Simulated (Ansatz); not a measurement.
The starting structures come from a database of crystals and need not be the phases stable at ambient conditions.

 Where the default PAW files enter, the runs use the earlier of Ansatz's two default sets.

The decay constant κ of evanescent states in the gap governs leakage through a thin film.

Input:

```yaml
crystal:
  lattice:
    - [6.36120, 0.00000, 0.00000]
    - [0.00000, 8.66039, 0.00000]
    - [0.00000, 0.00000, 8.66039]
  atoms:
    - { symbol: Cs, position: [0.00000, 0.50000, 0.00000] }
    - { symbol: Cs, position: [0.00000, 0.00000, 0.50000] }
    - { symbol: Sn, position: [0.50000, 0.50000, 0.50000] }
    - { symbol: Sn, position: [0.50000, 0.00000, 0.00000] }
    - { symbol: I, position: [0.50000, 0.69341, 0.80659] }
    - { symbol: I, position: [0.50000, 0.30659, 0.19341] }
    - { symbol: I, position: [0.50000, 0.80659, 0.30659] }
    - { symbol: I, position: [0.50000, 0.19341, 0.69341] }
    - { symbol: I, position: [0.00000, 0.50000, 0.50000] }
    - { symbol: I, position: [0.00000, 0.00000, 0.00000] }
```

Space group of this cell: P4/mbm. The cell is taken as given.

Transport runs along the normal of the first two printed cell vectors, the (100) plane of the conventional cell.

The gap is the functional's own. No spin-orbit coupling. Mid-gap values are interpolated on the energy grid.

Q: Predict the band gap and the smallest decay constant κ at mid-gap from r2SCAN (Ansatz, a program for electronic structure).

A: Gap 0.66 eV on a 6×4×4 mesh; κ = 0.074 1/Å, at (0.500, 0.000) of the in-plane reciprocal vectors. At the zone centre, at the nearest computed energy, the slowest state has κ = 0.14 1/Å.
